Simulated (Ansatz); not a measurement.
The starting structures come from a database of crystals and need not be the phases stable at ambient conditions.

## Evanescent states of K₂TeCl₆ (Fm-3m, not sure to be the ambient phase, 9 atoms a cell, 28.8 Å³ an atom) along the normal of (001)

Calculation: r2SCAN (plane waves, PAW; Ansatz, a first-principles code).

The gap is the functional's own. No spin-orbit coupling. Mid-gap values are interpolated on the energy grid.

Energies count from the valence-band top; κ is the least over a 4×4 mesh across the current.

```
E (eV)  κ (1/Å)  where
------  -------  -----
0.07      0.108      Γ
0.21      0.180      Γ
0.35      0.228      Γ
0.49      0.265      Γ
0.63      0.295      Γ
0.77      0.321      Γ
0.91      0.344      Γ
1.05      0.347  off Γ
1.19      0.340  off Γ
1.33      0.332  off Γ
1.47      0.321  off Γ
1.61      0.309  off Γ
1.75      0.295  off Γ
1.89      0.277  off Γ
2.03      0.257  off Γ
2.17      0.231  off Γ
2.31      0.200  off Γ
2.45      0.156  off Γ
2.59      0.084  off Γ
```

How thick must the barrier be to attenuate the transmission by 10^8 when the electrodes' Fermi level lies at 0.21 eV, and what attenuation does that film give at 1.61 eV?

d = 8 ln 10 / (2 × 0.180) = 51.2 Å. At 1.61 eV it gives 8 × 0.309/0.180 = 13.7 decades.
